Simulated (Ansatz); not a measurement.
SnO₂ (P4_2/mnm): ε∞ = 4.543, static ε₀ = 12.02, effective LO energy 64.8 meV, electron mass 0.219 mₑ (band masses from r2SCAN, rigid bands (Ansatz, a program for electronic structure), cell and atoms relaxed with PBEsol; dielectric constants and zone-centre modes from Ansatz with LDA on its own relaxed cell).

Q: Work out the Fröhlich coupling α = (1/ε∞ − 1/ε₀) √(m Ry/ħω_LO) and what it means for transport at 300 K.

A: 1/ε∞ − 1/ε₀ = 0.137 and √(m × 13.606 eV/ħω) = 6.79, so α = 0.930; in weak coupling the polaron mass is about m(1 + α/6). By the iterated Boltzmann equation for weak coupling, the polar-phonon-limited mobility is 490 cm²/(V·s) at 300 K (2000 at 200 K, 230 at 400 K).

Model: isotropic Fröhlich coupling of one parabolic band to one effective longitudinal optical (LO) phonon, from the dielectric constants and phonon modes at the zone centre, chosen so that α equals the sum over the polar modes. Acoustic, nonpolar, intervalley and impurity scattering are left out, and they lower the mobility further; with several valleys or bands the averaged mass is a rough stand-in. Semilocal functionals tend to overestimate ε∞, which makes α low and the mobility high.
